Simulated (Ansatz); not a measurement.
## The (101) surface of tetragonal MoSi2 in its 1x1 cell (cut with top plane Si, bottom plane Si), outermost plane spacing 0.98 Å in the ideal cut (one of several cuts of this face), with 2 Si a cell over the bulk's ratio

Computed with PBE (plane waves to 420 eV, PAW; Ansatz, a quantum-chemistry and plane-wave program).

Slab: 11 atoms, Mo3Si8, 9.9 Å thick at the start (thin: gaps and levels are the slab's own); k 12x9x1, smearing 0.1 eV, dipole-corrected; all atoms relaxed; held to the part of the start's symmetry that mesh and held atoms allow; no spin, no spin-orbit, no U.

```json
{
 "work_function_of_the_top_face": "5.33 eV",
 "energy_released_by_relaxation": "0.071 eV",
 "cost": "roughly 4 core-minutes"
}
```
